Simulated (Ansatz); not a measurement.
# Fermi-surface data of TiC (Fm-3m)

Consider the following.

```yaml
crystal:
  lattice:
    - [0.00000, 2.14137, 2.14137]
    - [2.14137, 0.00000, 2.14137]
    - [2.14137, 2.14137, 0.00000]
  atoms:
    - { symbol: Ti, position: [0.00000, 0.00000, 0.00000] }
    - { symbol: C, position: [0.50000, 0.50000, 0.50000] }
```

These are PBEsol, rigid bands (plane waves, PAW, scalar-relativistic; Ansatz, a quantum-chemistry and plane-wave program) values and carry that method's errors. Condition of this run: hydrostatic pressure 2 GPa (the target of the relaxation). Cell: cell and atoms relaxed with PBEsol, then loaded as said.

| Quantity | Result |
|---|---|
| density of states at the Fermi level | 0.287 states/(eV·cell), both spins |
| bare Sommerfeld coefficient | 0.34 mJ/(mol of atoms·K²) |
| Drude plasma energy | 3.6 eV |
| root-mean-square Fermi velocity | 5.9e5 m/s |
| resistivity times τ | 37 ×10⁻²² Ω·m·s |

A metal at this level (no band gap); rigid bands, thermally averaged at 300 K, both spins. Spin-orbit coupling is left out. τ is one relaxation time for all states.
